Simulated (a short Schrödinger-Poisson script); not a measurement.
# Symmetric double-gate stack, SiO2 on p-type Ge(111)

System: symmetric double-gate stack, SiO2 on p-type Ge(111), at 300 K.

```
layer  material  thickness (nm)  Na (cm⁻³)
-----  --------  --------------  ---------
1          SiO2             2.2          -
2            Ge               2       3e17
3          SiO2             2.2          -
```

The device is made up for the run: typed textbook-type constants, with dimensions and the other settings drawn at random. SiO2: permittivity 3.9, conduction-band edge (eV) 3.1, gap (eV) 9, electron mass (mₑ) 0.5. Ge: permittivity 16, conduction-band edge (eV) 0, gap (eV) 0.664, Nv at 300 K (cm⁻³) 6e18.

Channel valleys (confinement mass, in-plane density-of-states mass, number): L1 1.59, 0.08, 1; L3 0.09, 0.34, 3. At the gates, both at one voltage, the conduction-band edge of layer 1 lies 3.19 eV − eVg above the Fermi level of the channel. Gaps are held at their typed values at every temperature. Mesh 0.03 nm at interfaces.

From a short Schrödinger-Poisson script (our own, NumPy): 1D Poisson equation in equilibrium, electrons quantum, Hartree (BenDaniel-Duke, 12 states a valley, the channel's in-plane mass for all, wave functions free to enter the dielectric), parabolic valleys, classical holes, full ionisation, no traps, pinning or gate leakage.

```
Vg (V)  electrons (cm⁻²)  C (μF/cm²)  L1 E0 (meV)  L1 E1 (meV)  L3 E0 (meV)  L3 E1 (meV)
------  ----------------  ----------  -----------  -----------  -----------  -----------
-0.1              6.16e7     < 0.003        246.9        407.3        526.4       1813.6
0.1              1.06e11       0.518         52.6        213.0        332.1       1619.1
0.3              1.86e12        1.83        -52.1        107.0        226.2       1510.8
0.5              4.28e12        2.04       -121.3         36.0        155.4       1436.7
0.7              7.01e12        2.32       -174.2        -18.6        100.9       1378.7
0.9              1.00e13        2.53       -211.4        -57.5         62.0       1336.1
1.1              1.33e13        2.68       -236.6        -84.5         35.0       1305.3
1.3              1.67e13        2.77       -253.8       -103.6         16.0       1282.3
1.5              2.02e13        2.82       -266.6       -118.2          1.4       1263.6
```

Gate voltages with under 1e6 electrons/cm² are left out.

Subbands count from the Fermi level. The capacitance is that of both gates.

Only the L valleys are kept; under strong confinement the Δ valleys of Ge fill too.
